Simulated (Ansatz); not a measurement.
The parent structure is Ti in the hcp (Mg type) structure (space group P6_3/mmc, No. 194; a = 2.9359 Å, c = 4.6364 Å).

The values are results of r2SCAN, PAW, 500 eV (Ansatz, a program for electronic structure; no SOC), not measurements.

For the base:

* **Volume per atom**: 17.30 Å³

One thing is altered: Hf takes the place of Ti on all its sites, then cell and atoms are relaxed.

Question: What does the calculation give for the volume per atom after the change?

Answer: The volume per atom goes up by 5.05 Å³, from 17.30 Å³ to 22.35 Å³.

No phonon test of stability was made. All final runs are without spin polarisation.
